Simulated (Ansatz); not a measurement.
**Several settings converged on BaAl2 (Fd-3m, 6 atoms in the cell)**

```yaml
crystal:
  lattice:
    - [0.00000, 4.24374, 4.24374]
    - [4.24374, 0.00000, 4.24374]
    - [4.24374, 4.24374, 0.00000]
  atoms:
    - { symbol: Ba, position: [0.50000, 0.50000, 0.50000] }
    - { symbol: Ba, position: [0.75000, 0.75000, 0.75000] }
    - { symbol: Al, position: [0.12500, 0.12500, 0.12500] }
    - { symbol: Al, position: [0.62500, 0.12500, 0.12500] }
    - { symbol: Al, position: [0.12500, 0.12500, 0.62500] }
    - { symbol: Al, position: [0.12500, 0.62500, 0.12500] }
```

Base method: LDA (PW92), default PAW files made with PBE (plane waves; Ansatz, a first-principles code).

Base settings: basis.ecutwfc = 30.9 Ry; kpoints.mp_grid.grid = 7 7 7; hamiltonian.xc = lda; hamiltonian.pseudopotentials = {kind: paw} (the program's default PAW files); scf.occupations.method = gaussian; scf.occupations.width = 0.0073 Ry.

The count of work is k-points × plane waves × bands × iterations; it is no time. Core times come from one kind of shared machine, to one figure; runs under 30 s give none.

**Zone-centre phonons against the mesh**

In this ladder: phonons.method = dfpt.

Frequencies are those of the unrelaxed cell, without the LO-TO term of polar crystals.

Only quantities that move along the ladder and can be compared are tabulated.

| kpoints.mp_grid.grid | highest zone-centre frequency (cm⁻¹) | lowest optical frequency (cm⁻¹) | core time / last (rough) |
|---|---|---|---|
| 2 2 2 | 264.3 | -99.9 | – |
| 3 3 3 | 242.6 | -38.8 | – |
| 4 4 4 | 234.0 | 94.6 | 0.05 |
| 10 10 10 | 235.4 | 87.6 | 0.6 |
| 12 12 12 | 235.9 | 89.1 | 1 |

Coarsest kpoints.mp_grid.grid that holds the lowest optical frequency within 10 cm⁻¹ of the last step, with all finer ones: 4 4 4, at about 0.05 of the last step's time; the step before is off by 130 cm⁻¹.

Coarsest kpoints.mp_grid.grid that holds the highest zone-centre frequency within 10 cm⁻¹ of the last step, with all finer ones: 3 3 3; the step before is off by 28 cm⁻¹.

**The size of a vacancy's supercell**

On BaAl2 (Fd-3m, 12 atoms in the cell), and larger cells.

Steps: 2 x 1 x 1 supercell, one Al atom taken out, nothing relaxed; 2 x 2 x 1 supercell, one Al atom taken out, nothing relaxed; and so on, with the mesh thinned in proportion.

Only quantities that move along the ladder and can be compared are tabulated.

```csv
atoms,energy of the cell with the vacancy less the whole one (holds the removed atom on the program's zero: only its change counts) (eV),count of work / last,core time / last (rough)
12,514.416,0.47,0.7
24,514.330,1.2,2
48,514.270,1.0,1
```

Smallest size that holds the energy of the cell with the vacancy less the whole one (holds the removed atom on the program's zero: only its change counts) within 0.1 eV: not settled: the last two steps still differ by 0.060 eV, over half the tolerance, so the ladder does not show it.

On the base run: the starting cell comes from a database of computed structures (which also holds hypothetical and non-ambient phases and stackings), without a prior relaxation at this level. Its lattice was rescaled by up to half a per cent.

Keys are those of Ansatz 0.2.
